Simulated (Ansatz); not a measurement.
The reference is PbS in the rock salt structure (space group Fm-3m, No. 225; a = 5.975 Å).

It is then changed as follows: full substitution S → Te; the structure is relaxed again.

Levels (all Ansatz, a quantum-chemistry and plane-wave program, PAW, earlier PAW set): r2SCAN (500 eV, scalar-relativistic without spin-orbit coupling); HSE06 (420 eV, no spin-orbit coupling); HSE06+SOC (420 eV, with spin-orbit coupling).

One geometry, relaxed with r2SCAN, under each level:

```json
[
 {"level": "r2SCAN", "band gap": "1.10 eV", "lowest conduction level above the VBM at special points": "L 1.10 eV; W 1.94 eV; X 3.74 eV; Γ 4.32 eV"},
 {"level": "HSE06", "band gap": "1.20 eV", "lowest conduction level above the VBM at special points": "L 1.20 eV; W 2.16 eV; X 3.86 eV; Γ 4.71 eV"},
 {"level": "HSE06+SOC", "band gap": "0.25 eV", "lowest conduction level above the VBM at special points": "L 0.25 eV; W 1.85 eV; X 3.78 eV; Γ 3.02 eV"}
]
```

Single points use the geometry relaxed with r2SCAN. HSE06 gaps are upper bounds (no full band path). Differences between runs with and without spin-orbit coupling are approximate. Spin-orbit coupling, missing from the scalar runs, can matter with Pb and Te. Whether these cells are dynamically stable was not tested.
